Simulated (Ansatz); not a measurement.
Consider AlN in the wurtzite structure (space group P6_3mc, No. 186; a = 3.130 Å, c = 5.018 Å). Axes: x lies along a and z along c of the hexagonal cell.

Method: PBE (Ansatz, a quantum-chemistry and plane-wave program; PAW; 420 eV plane waves; without spin-orbit coupling).

Before the change:

- Band gap: 4.03 eV
- Width of the top valence band: 2.34 eV
- Valence-band top at Γ: 0.00, -0.20, -0.20 eV

Now apply this change: uniaxial strain ε_zz = −3.00 %, all other strain components held at zero, atoms relaxed at fixed cell.

Q: Predict the new band gap, width of the top valence band, valence-band top at Γ, energy relative to the base and largest internal atomic displacement.

A: The band gap increases by 0.09 eV, from 4.03 eV to 4.12 eV; the width of the top valence band grows by 0.22 eV (2.34 eV → 2.56 eV); the valence-band top at Γ (three highest levels, from the VBM) changes from 0.00, -0.20, -0.20 eV to 0.00, -0.48, -0.48 eV; the energy grows by 10 meV/atom; the largest internal atomic displacement amounts to 0.016 Å.

Semilocal Kohn–Sham gaps tend to fall short of experiment. Stability against distortions was not tested.
